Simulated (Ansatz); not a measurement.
Coverage and cell size: O on the 1x1 (111) surface of fcc Ni, ferromagnetic, one adsorbate a cell, in each cell the lowest of the starts that converged. Energies against ½ O2(g), without dispersion, zero-point or thermal terms; small cells hold the layer to their symmetry. A negative adsorption energy means that the adsorbate is more stable on the surface than in its reference.

The numbers are results of PBE (plane waves to 420 eV, PAW; Ansatz, a program for electronic structure), not measurements.

| area an adsorbate, end state | atoms | E_ads (eV) | height (Å) | Δ work function (eV) | rough cost |
|---|---|---|---|---|---|
| 5 Å², bonded to 3 Ni | 5 | -0.85 | 1.10 | 1.89 | very roughly 2.5 core-minutes |
| 11 Å², bonded to 3 Ni | 9 | -1.86 | 1.07 | … | around 15 core-minutes (rough) |
| 21 Å², bonded to 3 Ni | 17 | -2.32 | 1.12 | … | very roughly 11 core-minutes |

Question: What belongs in the gaps?

Answer: 
- 11 Å², bonded to 3 Ni, Δ work function (eV): 1.16
- 21 Å², bonded to 3 Ni, Δ work function (eV): 0.65
